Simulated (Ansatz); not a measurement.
This Ansatz (a program for electronic structure) input is the reference run, TiTe2 in the CdI2 type structure (space group P-3m1, No. 164; layered, stacked along the Cartesian z axis), computed with PBE-D3(BJ)/PAW in Ansatz, without spin-orbit coupling:

Ansatz 0.2 input:
```yaml
crystal:
  lattice:
    - [3.6973170153, 0, 0]
    - [-1.8486585076, 3.2019704611, 0]
    - [0, 0, 6.3839848108]
  atoms:
    - { symbol: Ti, position: [0, 0, 0] }
    - { symbol: Te, position: [0.3333333333, 0.6666666667, 0.2711036088] }
    - { symbol: Te, position: [0.6666666667, 0.3333333333, 0.7288963912] }
basis: { ecutwfc: 420, ecutrho_ratio: 4, xc_grid: 2, fft_grid_basis: typed }
kpoints: { mp_grid: { grid: [15, 15, 8] } }
hamiltonian:
  xc: pbe
  dispersion: d3bj
  pseudopotentials: { kind: paw }
scf: { occupations: { method: fermi_dirac, width: 0.05 }, convergence: { dr2_threshold: 0.0000000003 } }
output: { forces: true, stress: true }
checkpoint: { write: state.ck, write_every: 1000 }
```

Task: Write the input for this change: a free-standing slab of 1 layer (3 atoms, 3 a layer) is cut normal to the stacking axis, with 15 Å of vacuum and the in-plane cell relaxed.

Result: 
Ansatz 0.2 input:
```yaml
crystal:
  lattice:
    - [3.6973170153, 0, 0]
    - [1.8486585077, 3.2019704611, 0]
    - [0, 0, 18.4614426415]
  atoms:
    - { symbol: Te, position: [0.6666666667, 0.6666666667, 0.4062521086] }
    - { symbol: Ti, position: [0, 0, 0.5] }
    - { symbol: Te, position: [0.3333333333, 0.3333333333, 0.5937478914] }
basis: { ecutwfc: 420, ecutrho_ratio: 4, xc_grid: 2, fft_grid_basis: typed }
kpoints: { mp_grid: { grid: [15, 15, 1] } }
hamiltonian:
  xc: pbe
  dispersion: d3bj
  pseudopotentials: { kind: paw }
scf: { occupations: { method: fermi_dirac, width: 0.05 } }
relax: { f_tol: 0.01, max_steps: 60, cell: { stress_tol: 0.02, fix: [c, alpha, beta] } }
output: { forces: true, stress: true }
checkpoint: { write: state.ck, write_every: 1000 }
```
This is the input that was run; other choices of cell and start would serve too.

Whether these cells are dynamically stable was not tested. All final runs are without spin polarisation.
